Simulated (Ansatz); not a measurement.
**HfO2: pressure series**

Base system: HfO₂ (space group P4_2/nmc, No. 137; a = 3.577 Å, c = 5.204 Å).

Cell and atoms are relaxed at each pressure.

All numbers come from Ansatz (an electronic-structure program) r2SCAN, no SOC, earlier PAW set.

```tsv
variant	volume per atom	c/a ratio	electron mass
base	11.10 Å³	1.455	1.0 mₑ along c, 0.89 mₑ across (at Γ)
pressure −2 GPa	11.22 Å³	1.459	1.0 mₑ along c, 0.91 mₑ across (at Γ)
pressure −1 GPa	11.15 Å³	1.457	1.0 mₑ along c, 0.90 mₑ across (at Γ)
pressure 0.3 GPa	11.08 Å³	1.454	1.0 mₑ along c, 0.89 mₑ across (at Γ)
pressure 0.7 GPa	11.06 Å³	1.453	1.0 mₑ along c, 0.89 mₑ across (at Γ)
pressure 1.5 GPa	11.01 Å³	1.452	1.1 mₑ along c, 0.88 mₑ across (at Γ)
pressure 3 GPa	10.93 Å³	1.449	1.0 mₑ along c, 0.87 mₑ across (at Γ)
pressure 5 GPa	10.83 Å³	1.446	1.0 mₑ along c, 0.85 mₑ across (at Γ)
pressure 7.5 GPa	10.71 Å³	1.443	1.0 mₑ along c, 0.84 mₑ across (at Γ)
pressure 10 GPa	10.60 Å³	1.440	1.0 mₑ along c, 0.82 mₑ across (at Γ)
```

Spin-orbit coupling, missing from the scalar runs, can matter with Hf. The levels and masses belong to the bands next to the band gap. Load acts through the strain it causes; cell and atoms are relaxed under it. Effective masses come from finite differences of ±0.01 Å⁻¹. Whether these cells are dynamically stable was not tested. Competing high-pressure phases were not computed. This is not the structure that HfO2 has at room temperature and ambient pressure.
